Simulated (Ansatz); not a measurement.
System: SrHfN2 (R-3m, No. 166, 4 atoms in the cell; start mp-9383). Method: HSE06+SOC in Ansatz (PAW).

Run with plane-wave cutoff 460 eV, 8×8×8 k mesh, Fermi–Dirac smearing 0.01 eV, PAW data made under PBE.

Cell (relaxed with PBEsol):

```cif
data_Hf3N6Sr3
_chemical_formula_sum 'Sr3 Hf3 N6'
_space_group_name_H-M_alt 'R-3m :H'
_space_group_IT_number 166
_space_group_name_Hall '-R 3 2"'
_cell_length_a 3.31964
_cell_length_b 3.31964
_cell_length_c 17.58263
_cell_angle_alpha 90.000
_cell_angle_beta 90.000
_cell_angle_gamma 120.000
loop_
_atom_site_label
_atom_site_type_symbol
_atom_site_symmetry_multiplicity
_atom_site_Wyckoff_symbol
_atom_site_fract_x
_atom_site_fract_y
_atom_site_fract_z
_atom_site_occupancy
Sr1 Sr 3 a 0.00000 0.00000 0.00000 1
Hf1 Hf 3 b 0.00000 0.00000 0.50000 1
N1 N 6 c 0.00000 0.00000 0.23313 1
```
(The calculation used a cell of 4 atoms; values per cell refer to that cell.)

### Question
Predict the band gap, smallest direct gap on the k points sampled and Γ–Γ gap.

### Answer

band gap: 1.10 eV (on the SCF k mesh) (indirect)
smallest direct gap on the k points sampled: 1.73 eV
Γ–Γ gap: 3.48 eV

Note: cell and atoms aren't relaxed at this level (pressure 2.8 GPa).

The computed numbers hold no vibrational or temperature effects.

A start named mp-… is a Materials Project structure, which need not be a measured phase.

Ansatz is a quantum-chemistry and plane-wave program.
